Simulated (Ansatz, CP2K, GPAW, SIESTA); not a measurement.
**MgGeAs2 (I-42d, 8 atoms in the cell) computed with different codes at matched settings**

Band-structure calculation.

```yaml
crystal:
  lattice:
    - [-2.97950, 2.97950, 5.55323]
    - [2.97950, -2.97950, 5.55323]
    - [2.97950, 2.97950, -5.55323]
  atoms:
    - { symbol: Mg, position: [0.75000, 0.25000, 0.50000] }
    - { symbol: Mg, position: [0.00000, 0.00000, 0.00000] }
    - { symbol: Ge, position: [0.50000, 0.50000, 0.00000] }
    - { symbol: Ge, position: [0.25000, 0.75000, 0.50000] }
    - { symbol: As, position: [0.87500, 0.39990, 0.02490] }
    - { symbol: As, position: [0.60010, 0.62500, 0.47510] }
    - { symbol: As, position: [0.37500, 0.85010, 0.97510] }
    - { symbol: As, position: [0.14990, 0.12500, 0.52490] }
```

Shared settings, as Ansatz (a quantum-chemistry and plane-wave program) writes them: kpoints.mp_grid.grid = 3 3 3; scf.occupations.method = fermi_dirac; scf.occupations.width = 0.05 eV. Potentials and cutoffs stand in the table.

| code | model | gap along the path (eV) | smallest direct gap (eV) | cutoff |
|---|---|---|---|---|
| GPAW | LDA (Perdew-Wang 92), GPAW PAW datasets LDA (gpaw-data 1.0.1) | 0.58 | 0.58 | 800 eV |
| Ansatz | LDA (PW92), default PAW files made with PBE | 0.56 | 0.56 | 420 eV |
| SIESTA | LDA PW92, numerical atomic orbitals DZP, PseudoDojo LDA standard norm-conserving potentials (rewritten from UPF to PSML) | 0.44 | 0.44 | grid 300 Ry |
| CP2K | LDA (Pade form), GPW, DZVP-MOLOPT-SR-GTH basis, GTH-PADE potentials (GTH_POTENTIALS) | 0.61 | 0.61 | grid 1000 Ry |

The spread over the programs that give each value: gap along the path within 0.17 eV; smallest direct gap within 0.17 eV.

SIESTA and CP2K use small atom-centred bases, whose incompleteness enters pressures, forces and empty levels differently from a plane-wave cutoff.

The starting cell comes from a database of computed structures (which also holds hypothetical and non-ambient phases and stackings), without a prior relaxation at this level.

Left out of this page: Quantum ESPRESSO and Elk (not drawn, or without a comparable value).

Keys are those of Ansatz 0.2.
